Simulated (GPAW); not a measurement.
Input and output of a self-consistent single point for Ti (P6_3/mmc, 2 atoms in the cell) (GPAW).

Method: PBEsol, GPAW PAW datasets PBEsol (made by gpaw-setup) (plane waves; GPAW).

```yaml
crystal:
  lattice:
    - [1.47500, -2.55477, 0.00000]
    - [1.47500, 2.55477, 0.00000]
    - [0.00000, 0.00000, 4.68000]
  atoms:
    - { symbol: Ti, position: [0.33333, 0.66667, 0.25000] }
    - { symbol: Ti, position: [0.66667, 0.33333, 0.75000] }
```

Reference input (self-consistent single point, DFT PBE, plane waves, GPAW PAW datasets PBE (gpaw-data 1.0.1)): mode = pw; ecut = 850 eV; xc = PBE; kpts = 13 13 7; mesh shift (steps) = 0 0 0; occupations.name = fermi-dirac; occupations.width = 0.1 eV; nbands = -8; convergence.forces = 0.001 eV/Å; symmetry.symmorphic = false; symmetry.tolerance = 0.0005; maxiter = 150. This run's input differs from it in these lines:

```diff
@@ -13,3 +13,3 @@
 calc = GPAW(mode={'name': 'pw', 'ecut': 850},
-            xc='PBE',
+            xc='PBEsol',
             kpts=(13, 13, 7),
```

Its files differ too (potentials: GPAW PAW datasets PBEsol (made by gpaw-setup)).

Output (repeated stretches shortened):

```
     iter     time        total  log10-change:
                         energy   eigst   dens  force
iter:   1 --:--:--   -14.893618
iter:   2 --:--:--   -14.801864   -1.32  -1.34
iter:   3 --:--:--   -15.595520   +0.16  -1.36
iter:   4 --:--:--   -14.999323   -1.65  -1.35
iter:   5 --:--:--   -15.223855   -1.86  -1.48
iter:   6 --:--:--   -14.387412   -0.36  -1.42
iter:   7 --:--:--   -14.433108   -1.24  -2.59
iter:   8 --:--:--   -14.418799   -2.67  -2.13
iter:   9 --:--:--   -14.390842   -1.96  -2.17
iter:  10 --:--:--   -14.394350   -3.39  -2.95
iter:  11 --:--:--   -14.391735c  -3.08  -2.74
iter:  12 --:--:--   -14.391780c  -4.39  -3.49
   [... lines left out ...]
iter:  17 --:--:--   -14.391693c  -5.13  -4.35c
iter:  18 --:--:--   -14.391709c  -5.83  -3.84
iter:  19 --:--:--   -14.391722c  -5.83  -4.27c
iter:  20 --:--:--   -14.391702c  -5.99  -4.74c
iter:  21 --:--:--   -14.391720c  -5.93  -4.19c
iter:  22 --:--:--   -14.391718c  -7.32  -4.88c
iter:  23 --:--:--   -14.391700c  -5.73  -4.94c
iter:  24 --:--:--   -14.391720c  -5.87  -4.12c
iter:  25 --:--:--   -14.391719c  -7.20  -5.26c
iter:  26 --:--:--   -14.391711c  -6.68  -5.28c
iter:  27 --:--:--   -14.391717c  -7.01  -4.60c
iter:  28 --:--:--   -14.391717c  -8.37c -5.61c
iter:  29 --:--:--   -14.391716c  -9.84c -5.62c -16.48c
Converged after 29 iterations.

Dipole moment: (0.000000, 0.000000, -0.000000) |e|*Ang

Energy contributions relative to reference atoms: (reference = -46395.495296)

Kinetic:         +8.758958
Potential:       -9.134857
External:        +0.000000
XC:             -14.023270
Entropy (-ST):   -0.079181
Local:           +0.047043
SIC:             +0.000000
--------------------------
Free energy:    -14.431307
Extrapolated:   -14.391716

Showing only first 2 kpts
 Kpt  Band  Eigenvalues  Occupancy
  0    10      8.95428    0.00133
  0    11      9.01736    0.00071
  0    12      9.01737    0.00071
  0    13      9.12678    0.00024

  1    10      8.68974    0.01854
  1    11      8.94323    0.00148
  1    12      8.94324    0.00148
  1    13      9.03379    0.00060

Fermi level: 8.22258

No gap
No difference between direct/indirect transitions
Energy (eV): -14.391716

Forces in eV/Ang:
  0 Ti    0.00000   -0.00000   -0.00000
  1 Ti    0.00000    0.00000   -0.00000

Stress tensor:
     0.033054     0.000000     0.000000
    -0.000000     0.033054    -0.000000
     0.000000    -0.000000     0.035336
Stress (GPa, Voigt): [ 5.2959  5.2959  5.6614 -0.      0.      0.    ]
```

The run converged in 29 iterations. GPAW prints stress with tension positive. Against the reference run the pressure goes from -1.29 to -5.42 GPa.

The starting cell has typed, rounded lattice constants, without a prior relaxation at this level. Spin polarisation is off. With a pressure of about -5 GPa the cell is away from its equilibrium volume at this level.

Cost on one core of a shared machine: roughly 50 s.
